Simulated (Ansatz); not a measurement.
System: interstitial N in hcp Ru (neutral cell). These are PBE, PAW (plane waves to 420 eV; Ansatz, a program for electronic structure) values and carry that method's errors.

36-site cell at the relaxed PBE lattice, a 3×3×3 k-point mesh shifted by half a step along c, smearing 0.10 eV, spin-restricted, no finite-size correction. Static, classical nuclei. Sites that were not tried may lie lower.

Barriers: single points on a 4×4×4 k-point mesh shifted by half a step along c at the bands' geometries (they differ from the bands' own by up to 0.06 eV, and are uncertain by about as much).

The step: N moves alone to another site. Atoms about the jump, Cartesian Å from the middle of the jump, before and after:

```tsv
atom	x0	y0	z0	x1	y1	z1
N1	0.00	-0.78	0.22	0.00	0.78	-0.22
Ru2	0.00	0.89	1.33	0.00	0.78	1.62
Ru3	1.45	0.05	-0.89	1.49	-0.08	-0.97
Ru4	-1.45	0.06	-0.89	-1.49	-0.08	-0.97
Ru5	1.45	-1.62	1.33	1.37	-1.58	1.32
Ru6	-1.45	-1.62	1.33	-1.37	-1.58	1.32
Ru7	0.00	2.39	-0.87	0.00	2.50	-0.97
Ru8	0.00	-2.46	-0.89	0.00	-2.38	-0.84
Ru9	0.00	0.80	-3.01	0.00	0.78	-3.04
Ru10	2.75	0.80	1.32	2.73	0.77	1.32
Ru11	-2.75	0.80	1.32	-2.73	0.77	1.32
```

Task: Where do these atoms stand at the saddle point, and how high is it?

Result: 
```csv
atom,x,y,z
N1,0.00,-0.02,-0.04
Ru2,0.00,0.85,1.56
Ru3,1.56,-0.09,-1.03
Ru4,-1.56,-0.09,-1.02
Ru5,1.39,-1.56,1.30
Ru6,-1.39,-1.56,1.30
Ru7,0.00,2.33,-0.85
Ru8,0.00,-2.37,-0.88
Ru9,0.00,0.78,-3.02
Ru10,2.73,0.80,1.30
Ru11,-2.74,0.80,1.30
```
It lies 1.13 eV above the start and 0.93 eV above the end. The saddle point's order was not checked, and it lies on a symmetry element of the cell, where a band can be held.
